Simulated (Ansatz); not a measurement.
Checking a run of Ansatz (an electronic-structure program) on a sheet of Sb2Se3 (5 atoms in the cell). The aim is a self-consistent single point with DFT, PBE, plane waves, default PAW files.

Cell that was meant: a = 3.9859 Å, b = 3.9859 Å, c = 20.8294 Å, α = 90.00°, β = 90.00°, γ = 120.00°.

Part of the input:

Ansatz 0.2 input:
```yaml
    - { symbol: Se, position_ang: [0.000000, 0.000000, 6.999995] }
    - { symbol: Se, position_ang: [1.992938, 1.150621, 10.414675] }
    - { symbol: Se, position_ang: [-0.000002, 2.301244, 13.829355] }
basis:
  ecutwfc: 30
kpoints:
  mp_grid: { grid: [8, 8, 1] }
hamiltonian:
```

Output (repeated stretches shortened):

```
   [... lines left out ...]
Symmetry: 12 space group operations
Space group: P-3m1 (ITA 164), of the structure as read, at distance tolerance 6.6e-5 Å
k-points: 10 of 64
Initial density: superposition of atomic densities (neutral atoms: chi_scale 0, normalization atom), corrected by the library's trained network
Initial wavefunctions: pseudopotential atomic-orbital guess
Eigensolver: davidson
Functional: x = pbe(κ = 0.804, μ = 0.2195149727645171), c = pbe(β = 0.06672455060314922)
SCF iter   1: F=—  HF=-26629.419314 eV  |F-HF|=—  |Δ(HF+E_count)|=         —  Δρ=1.31e0  dr2=9.01e3  ethr=1.77e-3  ⟨swp⟩=1.0  Hψ=1064  notcnv=0
all-band conjugate gradients solve this SCF's bands
preconditioner: auto → LDOS
SCF iter   2: F=—  HF=-21792.354891 eV  |F-HF|=—  |Δ(HF+E_count)|=    4.84e3  Δρ=2.10e-1  dr2=7.25e2  ethr=1.77e-3  ⟨swp⟩=11.8  Hψ=3697  notcnv=0
   [... lines left out ...]
SCF iter  12: F=—  HF=-21564.017774 eV  |F-HF|=—  |Δ(HF+E_count)|=   5.98e-6  Δρ=1.18e-5  dr2=8.92e-7  ethr=1.20e-8  ⟨swp⟩=2.3  Hψ=604  notcnv=0  defer=8
SCF iter  13: F=—  HF=-21564.017773 eV  |F-HF|=—  |Δ(HF+E_count)|=   2.62e-7  Δρ=4.44e-6  dr2=1.38e-7  ethr=1.14e-9  ⟨swp⟩=3.4  Hψ=924  notcnv=0  defer=8
SCF iter  14: F=-21564.017773 eV  HF=-21564.017773 eV  |F-HF|=1.21e-8  |Δ(HF+E_count)|=   4.48e-8  Δρ=1.56e-6  dr2=1.66e-8  ethr=1.28e-10  ⟨swp⟩=17.2  Hψ=2656  notcnv=0
SCF 1 converged in 14 iterations: F = -21564.017773 eV  dr2 = 1.66e-8
Free energy (F): -21564.017773 eV
Internal energy: -21563.950404 eV  (E = F + TS)
E sigma→0 (E₀):  -21563.984089 eV
Entropy (-TS):   -0.067369 eV (-13.474 meV/atom)
Fermi energy:    8.151044 eV
--- Forces (eV/Å), atoms counted from 1 ---
  atom   1  Sb    -0.00000000    -0.00000000    42.39910125
  atom   2  Sb     0.00000000     0.00000000   -42.39910125
  atom   3  Se     0.00000000     0.00000000   -65.74150026
  atom   4  Se    -0.00000000     0.00000000     0.00000000
  atom   5  Se    -0.00000000    -0.00000000    65.74150026
--- Stress (GPa, compression-positive) ---
       47.567325      -0.000000      -0.000000
       -0.000000      47.567325      -0.000000
       -0.000000      -0.000000      79.523135
  P = ⅓ Tr σ = 58.2193 GPa (582.193 kbar)
  The stress holds the Pulay correction. Without it, at fixed plane waves, as pw.x and ABINIT print it: P = -1034.5233 GPa
```

Can these results be used? Check the input.

The run is not sound. The fault is this: a cutoff meant in Ry typed as a bare number, read as eV. A bare number is read in the key's own unit, and eV, Ry (13.6 eV) and Ha (27.2 eV) lie far apart, so the setting ends up far from the one that was meant. To fix it, convert the value to the unit that the key expects. The run converged in 14 iterations without an error; against the sound input the free energy rises by 1560 eV/atom, the largest force goes from 0.932 to 65.74 eV/Å and no clean gap remains on the mesh (levels overlap or are partly filled), against 0.62 eV before.

The sound input it was made from differs as follows (other fixes are possible):
```diff
-basis:
-  ecutwfc: 30
```

With that input, the run converged in 7 iterations: free energy E − TS (on the zero of these files) -29377.3612 eV; gap on the k-point mesh 0.62 eV; pressure averaged over the cell with its vacuum 1.30 GPa; largest force (vector length) 0.932 eV/Å (DFT, PBE, plane waves, default PAW files).

On the sound input: the starting cell was generated: these elements placed on a structure prototype, without a prior relaxation; it need not be a known phase or ordering of this composition. Its lattice was rescaled in the plane by a random factor within 2.5 % of one. Spin-orbit coupling is off.
